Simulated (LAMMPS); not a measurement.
Crystal growth and melting at the (001) interface of Si (diamond structure) with its melt.

Method: classical MD, pair style tersoff/mod, file Si.tersoff.mod, run in LAMMPS.

```
T (K)           speed          direction
-----  --------------  -----------------
1350    7.8 ± 0.3 m/s  the crystal grows
1520   14.5 ± 0.4 m/s  the crystal grows
1600    8.1 ± 0.2 m/s  the crystal grows
```

Measured melting point: 1687 K (Wikipedia, Melting points of the elements (data page)).

Errors shown are sampling errors alone.
